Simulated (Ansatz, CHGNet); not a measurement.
## Lattice parameter a of fluorite PtAl2: levels of theory against measurement

Reference value: 5.91 Å (measured, temperature not stated, copied from a table, unchecked, not corrected to a static lattice; as tabulated in Crystal Structures 1, 239 (1963)).

### Question
What do CHGNet 0.3.0, PBE, PBE-D3(BJ), r²SCAN-D4, Hartree–Fock give, and how far is each from the reference?

### Answer

| level (code) | value (Å) | difference (%) |
|---|---|---|
| CHGNet 0.3.0 | 5.945 | +0.59 |
| PBE (Ansatz) | 5.946 | +0.61 |
| PBE-D3(BJ) (Ansatz) | 5.885 | -0.42 |
| r²SCAN-D4 (Ansatz) | 5.887 | -0.39 |
| Hartree–Fock (Ansatz) | 5.971 | +1.03 |

The reference's temperature isn't stated, so close values are not ranked against it.

The reference isn't brought to a static lattice, while the calculations are for one, so the differences are not the levels' errors alone. A static lattice is as a rule a little smaller than the measured one. The crystal itself was run without spin with PBE, PBE-D3(BJ), r²SCAN-D4, Hartree–Fock; a magnetic state was not tried in these runs. Density-functional levels without +SOC have no spin–orbit coupling. Cutoffs and k meshes differ between the levels. Ansatz's density-functional and Hartree–Fock values are scalar-relativistic unless marked +SOC, with PAW data made under PBE.

Machine-learned potentials (CHGNet 0.3.0) are trained on DFT data: a solid inside that data is no test of them.

Differences are worked out from the printed values.

Ansatz is a program for electronic structure.
